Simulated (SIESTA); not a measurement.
Several settings converged on Mo (Im-3m, 1 atom in the cell)

```xyz
1
Lattice="-1.5671 1.5671 1.5671 1.5671 -1.5671 1.5671 1.5671 1.5671 -1.5671" Properties=species:S:1:pos:R:3 pbc="T T T"
Mo     0.0000     0.0000     0.0000
```

Base method: SIESTA 5.4.2 with LDA PW92, numerical atomic orbitals DZP, PseudoDojo LDA standard norm-conserving potentials (rewritten from UPF to PSML).

Base settings: XC.functional = LDA; XC.authors = PW92; potentials = PseudoDojo LDA standard; PAO.BasisSize = DZP; PAO.EnergyShift = 0.01 Ry; MeshCutoff = 350 Ry; kgrid.MonkhorstPack = 8 8 8; OccupationFunction = FD; ElectronicTemperature = 1160.45 K; MaxSCFIterations = 150.

Core times come from one kind of shared machine, to one figure; runs under 30 s give none.

**The k-point mesh at a smearing width of 0.05 eV**

In this ladder: ElectronicTemperature = 580.23 K.

The second cell is the first with its lattice scaled by 0.98.

Only quantities that move along the ladder and can be compared are tabulated.

| kgrid.MonkhorstPack | free energy less the last step's (meV/atom) | energy of the compressed cell less the first (meV/atom) | pressure (GPa) | core time / last (rough) |
|---|---|---|---|---|
| 5 5 5 | -45.57 | -0.27 | -9.05 | – |
| 6 6 6 | -64.38 | 10.25 | -7.44 | – |
| 8 8 8 | 22.28 | 12.80 | -6.69 | – |
| 9 9 9 | -17.35 | 10.77 | -7.28 | – |
| 11 11 11 | 21.42 | 10.06 | -7.00 | 0.1 |
| 16 16 16 | -6.42 | 10.76 | -7.16 | 0.2 |
| 19 19 19 | -1.40 | 11.18 | -7.09 | 0.3 |
| 29 29 29 | 0.00 | 12.14 | -6.93 | 1 |

Coarsest kgrid.MonkhorstPack that holds the free energy within 5 meV/atom of the last step, with all finer ones: 19 19 19, at about 0.3 of the last step's time; the step before is off by 6.4 meV/atom.

Coarsest kgrid.MonkhorstPack that holds the pressure within 1 GPa of the last step, with all finer ones: 6 6 6; the step before is off by 2.1 GPa.

Coarsest kgrid.MonkhorstPack that holds the energy of the compressed cell less the first within 0.5 meV/atom: not settled: the last two steps still differ by 0.95 meV/atom, over half the tolerance, so the ladder does not show it.

**The width of Gaussian smearing**

In this ladder: kgrid.MonkhorstPack = 13 13 13; OccupationFunction = MP; OccupationMPOrder = 0.

Narrow widths need finer meshes than wide ones, so the last steps can hold mesh noise.

Only quantities that move along the ladder and can be compared are tabulated; pressure and forces are left out, as mesh noise rules them at narrow widths.

| ElectronicTemperature | free energy less the last step's (meV/atom) |
|---|---|
| 11604.5 K | -170.17 |
| 5802.26 K | -39.75 |
| 3481.36 K | -15.44 |
| 2320.9 K | -7.33 |
| 1160.45 K | -1.77 |
| 580.23 K | 0.00 |

Widest ElectronicTemperature that holds the free energy within 5 meV/atom of the last step, with all finer ones: 1160.45 K; the step before is off by 7.3 meV/atom.

On the base run: the starting cell has typed, rounded lattice constants, without a prior relaxation at this level. Its lattice was rescaled by up to half a per cent. Spin polarisation is off. Values carry the incompleteness of an atom-centred basis. In the base run, with a pressure of about -7 GPa the cell is away from its equilibrium volume at this level.

Left out of this page: 2 runs of the series outside the window shown, repeating another row's setting, or not comparable.
